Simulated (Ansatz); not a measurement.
## Bulk modulus of GePd (model structure, started from the CsCl type, Pm-3m, No. 221, 2 atoms in the cell) at several levels of theory

No measured value is used here.

```
level (code)     value (GPa)  cell (Å³/atom)
---------------  -----------  --------------
LDA (Ansatz)             158           14.78
PBEsol (Ansatz)          ___           15.17
r²SCAN (Ansatz)          135           15.49
```

Problem. Fill in the missing entries.

Solution. 
- PBEsol (Ansatz, a program for electronic structure), value (GPa): 146

The crystal itself was run without spin with LDA, PBEsol, r²SCAN; a magnetic state was not tried in these runs. LDA, PBEsol, r²SCAN: the bulk modulus is −V dP/dV from two relaxed cells at ±2 % in volume. Each level is taken at its own relaxed cell. Cutoffs differ between the levels. Ansatz's density-functional and Hartree–Fock values are scalar-relativistic unless marked +SOC, with PAW data made under PBE.

A model structure was made by putting elements into a prototype or built by hand; it is no filed structure, need not be a known phase, and can be a saddle point held by its symmetry.
